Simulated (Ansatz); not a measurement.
System: interstitial O in alpha quartz (neutral cell). Method: PBE, PAW (plane waves to 420 eV; Ansatz, a program for electronic structure).

72-site cell at the relaxed PBE lattice, the Γ point alone, smearing 0.01 eV, spin-restricted, no finite-size correction. Energies are static. The charge state is imposed; whether it is stable for some Fermi level was not computed. Sites that were not tried may lie lower.

Barriers: single points on a 2×2×2 k-point mesh shifted by half a step along c at the bands' geometries.

The step: a concerted move, in which O travels most. Atoms about the jump, Cartesian Å from the middle of the jump, before and after:

| atom | x0 | y0 | z0 | x1 | y1 | z1 |
|---|---|---|---|---|---|---|
| O1 | -0.17 | 0.10 | 0.58 | 0.17 | -0.10 | -0.58 |
| Si2 | 0.85 | 1.12 | -0.26 | 0.54 | 1.30 | 0.26 |
| O3 | -0.37 | 0.96 | 1.77 | -0.39 | 1.01 | 1.55 |
| O4 | 1.07 | 0.17 | -1.55 | 1.02 | 0.16 | -1.77 |
| O5 | 2.20 | 1.42 | 0.59 | 2.09 | 1.41 | 0.71 |
| O6 | 0.18 | 2.52 | -0.71 | 0.14 | 2.62 | -0.59 |
| Si7 | 1.88 | -1.16 | -2.01 | 1.89 | -1.22 | -2.04 |
| Si8 | -2.00 | 1.02 | 2.04 | -1.94 | 1.05 | 2.01 |
| O9 | -0.47 | -2.97 | 0.72 | -0.47 | -2.96 | 0.72 |
| O10 | -2.33 | -1.89 | -0.72 | -2.34 | -1.89 | -0.72 |

Task: Where do these atoms stand at the saddle point, and how high is it?

Result: 
```json
[
 {"atom": "O1", "x": "-0.12", "y": "-0.22", "z": "0.00"},
 {"atom": "Si2", "x": "0.68", "y": "1.19", "z": "0.00"},
 {"atom": "O3", "x": "-0.32", "y": "1.00", "z": "1.50"},
 {"atom": "O4", "x": "1.03", "y": "0.23", "z": "-1.50"},
 {"atom": "O5", "x": "2.15", "y": "1.41", "z": "0.66"},
 {"atom": "O6", "x": "0.14", "y": "2.57", "z": "-0.66"},
 {"atom": "Si7", "x": "1.84", "y": "-1.13", "z": "-1.95"},
 {"atom": "Si8", "x": "-1.90", "y": "1.03", "z": "1.95"},
 {"atom": "O9", "x": "-0.48", "y": "-3.03", "z": "0.72"},
 {"atom": "O10", "x": "-2.39", "y": "-1.93", "z": "-0.72"}
]
```
It lies 1.18 eV above the start and 1.18 eV above the end. The saddle point's order was not checked, and it lies on a symmetry element of the cell, where a band can be held.
